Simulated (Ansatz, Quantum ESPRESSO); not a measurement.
# One structure in several programs: MgAu₃ (Pm-3m, 4 atoms in the cell)

Self-consistent single point.

```
CELL_PARAMETERS angstrom
      4.10653     0.00000     0.00000
      0.00000     4.10653     0.00000
      0.00000     0.00000     4.10653
ATOMIC_POSITIONS crystal
  Mg 0.00000 0.00000 0.00000
  Au 0.50000 0.50000 0.00000
  Au 0.00000 0.50000 0.50000
  Au 0.50000 0.00000 0.50000
```

Shared settings, as Ansatz (an electronic-structure program) writes them: kpoints.mp_grid.grid = 6 6 6; magnetization.spin_orbit = true; scf.occupations.method = fermi_dirac; scf.occupations.width = 0.1 eV. Potentials and cutoffs stand in the table.

```csv
code,model,pressure (GPa),cutoff
Quantum ESPRESSO,"PBEsol, spin-orbit coupling, PseudoDojo fully relativistic norm-conserving (PBESOL) pseudopotentials",-3.99,85 Ry
Ansatz,"PBEsol with spin-orbit coupling, PAW files made with PBE",-4.32,420 eV
```

The spread over the programs that give each value: pressure within 0.33 GPa.

Ansatz's pressure is given at a fixed set of plane waves, as the other plane-wave codes print theirs; with its correction for the finite basis it is -4.10 GPa (the shift of 0.22 GPa shows how far the cutoff is from converged).

The starting cell comes from a database of computed structures (which also holds hypothetical and non-ambient phases and stackings), without a prior relaxation at this level.

Left out of this page: Elk and SIESTA (not drawn, or without a comparable value).

Keys are those of Ansatz 0.2.
